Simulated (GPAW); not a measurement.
Input and output of a self-consistent single point for Cl (P1, 4 atoms in the cell) (GPAW).

Level of theory: PBEsol, GPAW PAW datasets PBEsol (made by gpaw-setup) (plane waves; GPAW).

```
Cl
1.0
    2.24000    -3.12000     0.00000
    2.24000     3.12000     0.00000
    0.00000     0.00000     8.26000
Cl
4
Direct
  0.87731   0.88016   0.89943
  0.62048   0.61789   0.39772
  0.38146   0.37820   0.60284
  0.12075   0.12376   0.10000
```

Reference input (self-consistent single point, DFT PBE, plane waves, GPAW PAW datasets PBE (gpaw-data 1.0.1)): mode = pw; ecut = 550 eV; xc = PBE; kpts = 7 7 3; mesh shift (steps) = 0 0 0; occupations.name = fermi-dirac; occupations.width = 0.02 eV; nbands = -4; convergence.forces = 0.001 eV/Å; convergence.bands = -2; symmetry.symmorphic = false; symmetry.tolerance = 0.0005. This run's input differs from it in these lines:

```diff
@@ -15,3 +15,3 @@
 calc = GPAW(mode=PW(550),
-            xc='PBE',
+            xc='PBEsol',
             kpts=(7, 7, 3),
```

Its files differ too (potentials: GPAW PAW datasets PBEsol (made by gpaw-setup)).

Log, with long lists cut:

```
     iter     time        total  log10-change:
                         energy   eigst   dens  force
iter:   1 --:--:--    -8.218367   +0.26
iter:   2 --:--:--    -8.225663   -1.10  -1.04
iter:   3 --:--:--    -7.832840   -1.63  -1.08
iter:   4 --:--:--    -7.774936   -1.74  -1.41
iter:   5 --:--:--    -7.757184   -2.14  -1.99
iter:   6 --:--:--    -7.754178   -3.80  -2.11
iter:   7 --:--:--    -7.758866c  -3.56  -2.20
iter:   8 --:--:--    -7.750326c  -2.75  -2.08
iter:   9 --:--:--    -7.750325c  -4.41  -3.17
iter:  10 --:--:--    -7.750514c  -4.49  -3.27
iter:  11 --:--:--    -7.750361c  -4.09  -2.93
   [... lines left out ...]
iter:  16 --:--:--    -7.750295c  -5.92  -4.03c
iter:  17 --:--:--    -7.750293c  -6.32  -3.90
iter:  18 --:--:--    -7.750293c  -7.06  -4.44c
iter:  19 --:--:--    -7.750293c  -7.19  -4.27c
iter:  20 --:--:--    -7.750293c  -8.34c -4.78c
iter:  21 --:--:--    -7.750293c  -9.12c -4.81c -2.74
iter:  22 --:--:--    -7.750293c  -8.43c -4.86c -2.44
iter:  23 --:--:--    -7.750293c  -8.87c -4.84c -2.59
iter:  24 --:--:--    -7.750293c  -9.02c -4.99c -2.85
iter:  25 --:--:--    -7.750293c  -9.47c -5.04c -2.87
iter:  26 --:--:--    -7.750293c  -8.94c -5.07c -2.70
iter:  27 --:--:--    -7.750293c -10.15c -5.63c -3.24c
Converged after 27 iterations.

Dipole moment: (0.049596, 0.202859, -0.061711) |e|*Ang

Energy contributions relative to reference atoms: (reference = -50144.416757)

Kinetic:         +5.695232
Potential:       -4.558213
External:        +0.000000
XC:              -9.017566
Entropy (-ST):   +0.000000
Local:           +0.130255
SIC:             +0.000000
--------------------------
Free energy:     -7.750293
Extrapolated:    -7.750293

Showing only first 2 kpts
 Kpt  Band  Eigenvalues  Occupancy
  0    12     -0.25413    2.00000
  0    13     -0.15753    2.00000
  0    14      2.33400    0.00000
  0    15      3.04805    0.00000

  1    12     -0.23025    2.00000
  1    13     -0.18198    2.00000
  1    14      2.43585    0.00000
  1    15      2.81175    0.00000

Fermi level: 1.19350

Gap: 2.492 eV
Transition (v -> c):
   [... lines left out ...]
Energy (eV): -7.750293

Forces in eV/Ang:
  0 Cl   -0.22695   -0.00218   -0.48255
  1 Cl    0.02874    0.00121   -0.12112
  2 Cl   -0.02988    0.00291    0.11977
  3 Cl    0.22806   -0.00194    0.48392

Stress tensor:
     0.002721     0.000002    -0.003239
     0.000002    -0.000032    -0.000004
    -0.003239    -0.000004    -0.000081
Stress (GPa, Voigt): [ 4.360e-01 -5.200e-03 -1.300e-02 -7.000e-04 -5.189e-01  3.000e-04]
```

The run converged in 27 iterations. GPAW prints stress with tension positive. Against the reference run the pressure goes from 1.39 to -0.14 GPa, the largest force goes from 0.710 to 0.535 eV/Å and the gap on the mesh goes from 2.558 to 2.492 eV.

The starting cell has typed, rounded lattice constants, without a prior relaxation at this level. Its atoms were displaced at random from the sites of space group no. 64.

Cost on one core of a shared machine: roughly 4 min.
